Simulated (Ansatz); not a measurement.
## Response to strain in MgSe

Consider MgSe in the rock salt structure (space group Fm-3m, No. 225).

```
CELL_PARAMETERS angstrom
      0.00000     2.73618     2.73618
      2.73618     0.00000     2.73618
      2.73618     2.73618     0.00000
ATOMIC_POSITIONS crystal
  Mg 0.00000 0.00000 0.00000
  Se 0.50000 0.50000 0.50000
```

Cartesian axes are those of the cell as printed.

Strains are applied to the cell and any free atomic positions relax; under biaxial strain the out-of-plane vector relaxes too.

Level of theory: r2SCAN/PAW in Ansatz (a program for electronic structure), scalar-relativistic without spin-orbit coupling.

| variant | out-of-plane strain | band gap |
|---|---|---|
| base | – | 2.48 eV |
| biaxial strain +0.50 %, plane normal [001], relaxed out of plane | -0.30 % | 2.43 eV |
| biaxial strain +1.00 %, plane normal [001], relaxed out of plane | ___ | 2.38 eV |
| biaxial strain +1.50 %, plane normal [001], relaxed out of plane | -0.87 % | 2.33 eV |
| biaxial strain +2.00 %, plane normal [001], relaxed out of plane | -1.15 % | 2.29 eV |
| biaxial strain +2.50 %, plane normal [001], relaxed out of plane | -1.42 % | 2.25 eV |
| biaxial strain +3.00 %, plane normal [001], relaxed out of plane | -1.69 % | ___ |

Task: Complete the table.

Result: 
- biaxial strain +1.00 %, plane normal [001], relaxed out of plane, out-of-plane strain: -0.59 %
- biaxial strain +3.00 %, plane normal [001], relaxed out of plane, band gap: 2.21 eV

Whether these cells are dynamically stable was not tested.
